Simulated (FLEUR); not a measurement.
Input and output of a self-consistent single point for Li2Pd (P1, 3 atoms in the cell) (FLEUR).

Method of the run: PBEsol, all-electron FLAPW (FLEUR), scalar-relativistic valence.

The change in words: atoms moved at random. Reference geometry:
```
CELL_PARAMETERS angstrom
      4.20512     0.00000     0.00000
     -2.10256     3.64174     0.00000
      0.00000     0.00000     2.67986
ATOMIC_POSITIONS crystal
  Li 0.33333 0.66667 0.50000
  Li 0.66667 0.33333 0.50000
  Pd 0.00000 0.00000 0.00000
```

Reference input (self-consistent single point, DFT, PBEsol, all-electron FLAPW (FLEUR), scalar-relativistic valence): Kmax = 4.2 1/bohr; GmaxXC = 12.6 1/bohr; xcFunctional = PBEs; jspins = 1; l_soc = F; mode = hist; fermiSmearingEnergy = 0.00367493 Htr; mesh (inpgen div1-3) = 9 9 12; inpgen gamma flag = true; Gmax = 12.6 1/bohr; numbands = 0; maxIterBroyd = 40. This run's input differs from it in these lines:

```diff
@@ -10,5 +10,5 @@
 3
-3 0.3333333333 0.6666666667 0.5000000000
-3 0.6666666667 0.3333333333 0.5000000000
-46 0.0000000000 0.0000000000 -0.0000000000
+3 0.3160500000 0.6534500000 0.5014380000
+3 0.6742450000 0.3476350000 0.5091660000
+46 0.0097060000 -0.0010850000 -0.0106040000
 
@@ -78,4 +78,7 @@
       <atomGroup species="Lithium (Li)">
-         <relPos label="                   1">1.000/3.000 -1.000/3.000 1.000/2.000</relPos>
-         <relPos label="                   2">-1.000/3.000 1.000/3.000 1.000/2.000</relPos>
+         <relPos label="                   1">.3160500000 -.3465500000 -.4985620000</relPos>
+         <force calculate="T" relaxXYZ="TTT"/>
+      </atomGroup>
+      <atomGroup species="Lithium (Li)">
+         <relPos label="                   2">-.3257550000 .3476350000 -.4908340000</relPos>
          <force calculate="T" relaxXYZ="TTT"/>
@@ -83,3 +86,3 @@
       <atomGroup species="Palladium (Pd)">
-         <relPos label="                   3">.0000000000 .0000000000 .0000000000</relPos>
+         <relPos label="                   3">.0097060000 -.0010850000 -.0106040000</relPos>
          <force calculate="T" relaxXYZ="TTT"/>
```

Log, with long lists cut:

```
 Iteration:     1   Distance:      10.39151575 me/bohr^3
 Iteration:     2   Distance:       7.94071538 me/bohr^3
 Iteration:     3   Distance:       2.54075053 me/bohr^3
 Iteration:     4   Distance:       2.30423915 me/bohr^3
 Iteration:     5   Distance:       0.75419182 me/bohr^3
   [... 8 lines left out ...]
 Iteration:    14   Distance:       0.00014675 me/bohr^3
 Iteration:    15   Distance:       0.00004649 me/bohr^3
 Iteration:    16   Distance:       0.00001009 me/bohr^3
 Iteration:    17   Distance:       0.00000430 me/bohr^3
 Reset of history
 Run finished successfully
 Stop message:
   Structural relaxation: new displacements generated

[file out, last iteration]
             iter=     18
[...]
          total density-effective poten   -8.3077513396E+03
          total charge density-energy d   -1.4538574067E+02
 Updated energy parameters for spin:           1
[...]
 fermi energy and band-weighting factors:

[...]
FERMIE:
          first approx. to ef    (T=0)  :   0.186242 htr   (energy of the highest occ. eigenvalue)
          number of occ. states  (T=0)  :       4383
          first approx. to seigv (T=0)  :  -8.710899 htr
          sum of weights of occ. states :   9.001029
          sum of semicore charge        :   0.000000 e
FERHIS:  Fermi-Energy by histogram:
          bandgap                     :   0.000050 htr
   [... lines left out ...]
          charge neutrality (T=0)     :   0.002058    (zero if the highest occ. eigenvalue is "entirely" occupied)
     EF_NEWTON:  Adjust Fermi-Energy by Newton-Method.
 Direct bandgap for spin            1 :    3.6558232908466687E-002  Htr
 ---->    free energy=                     -5059.5720213173 htr
   [... lines left out ...]
 TOTAL FORCE FOR ATOM TYPE=  1  X=  3.888   Y= -2.385   Z= -2.525
                       FX_TOT= 0.004472 FY_TOT= 0.005141 FZ_TOT=-0.000769
 TOTAL FORCE FOR ATOM TYPE=  2  X= -3.970   Y=  2.392   Z= -2.486
                       FX_TOT=-0.001461 FY_TOT=-0.005632 FZ_TOT=-0.000629
 TOTAL FORCE FOR ATOM TYPE=  3  X=  0.081   Y= -0.007   Z= -0.054
                       FX_TOT=-0.002980 FY_TOT= 0.000487 FZ_TOT= 0.001390
```

The run converged in 17 iterations. FLEUR gives forces in its relaxation mode, with a further iteration, so its stop message speaks of a relaxation. Against the reference run the free energy rises by 8.0 meV/atom.

The starting cell comes from a database of computed structures (which also holds hypothetical and non-ambient phases and stackings), without a prior relaxation at this level. For this run, on top of that: atoms moved at random. Spin polarisation is off. Values depend on the basis (sphere radii, cutoffs, local orbitals), which need not be converged. The log's line on a gap gives a spacing of levels on this mesh, which the program prints for metals too.

Cost on one core of a shared machine: roughly 20 min.
